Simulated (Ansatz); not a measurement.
The parent structure is KTaO3 in the cubic perovskite structure (space group Pm-3m, No. 221; a = 3.990 Å).

Levels (all Ansatz, a program for electronic structure, PAW): r2SCAN (500 eV, no spin-orbit coupling); HSE06 (420 eV, without spin-orbit coupling).

The geometry is relaxed with r2SCAN.

| Item | Result |
|---|---|
| r2SCAN lowest conduction level above the VBM at special points | Γ 2.63 eV; X 2.78 eV; M 5.48 eV |

Q: What does HSE06 give at this geometry for the lowest conduction level above the VBM at special points?

A: The lowest conduction level above the VBM at special points changes from Γ 2.63 eV; X 2.78 eV; M 5.48 eV to Γ 3.58 eV; X 3.74 eV; M 6.67 eV.

Single points use the geometry relaxed with r2SCAN. HSE06 was sampled on its mesh, a few special points and the semilocal edge points, so its gap is an upper bound. The levels and masses belong to the bands next to the band gap. No phonon test of stability was made.
